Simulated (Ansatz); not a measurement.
# Response to strain in WC

Base system: WC (space group P-6m2, No. 187; a = 2.8991 Å, c = 2.8268 Å; relaxed with 0.1 eV smearing). Axes: x lies along a and z along c of the hexagonal cell.

Strains are applied to the cell and any free atomic positions relax.

Computed with PBEsol (Ansatz, a program for electronic structure, PAW, no SOC).

Notes on the quantities. energy relative to the base: free energy F; pressure: mean of the normal stresses, compression positive.

| variant | energy relative to the base | pressure | shortest interatomic distance |
|---|---|---|---|
| base | 0 meV/atom | 0.0 GPa | 2.191 Å |
| tensor shear ε_xz = +1.71 % | [?] | 0.5 GPa | 2.160 Å |
| tensor shear ε_xz = +1.14 % | +5.3 meV/atom | 0.2 GPa | 2.170 Å |
| tensor shear ε_xz = +1.43 % | +8.4 meV/atom | 0.4 GPa | 2.165 Å |
| tensor shear ε_xz = +0.57 % | +1.3 meV/atom | 0.1 GPa | 2.180 Å |
| tensor shear ε_xz = +0.29 % | [?] | 0.0 GPa | 2.185 Å |
| tensor shear ε_xz = +0.86 % | [?] | 0.1 GPa | 2.175 Å |
| tensor shear ε_xz = +2.00 % | +16 meV/atom | [?] | 2.155 Å |

Some entries are withheld; estimate them.


- tensor shear ε_xz = +1.71 %, energy relative to the base: +12 meV/atom
- tensor shear ε_xz = +0.29 %, energy relative to the base: +0.3 meV/atom
- tensor shear ε_xz = +0.86 %, energy relative to the base: +3.0 meV/atom
- tensor shear ε_xz = +2.00 %, pressure: 0.7 GPa

Whether these cells are dynamically stable was not tested. All final runs are without spin polarisation.
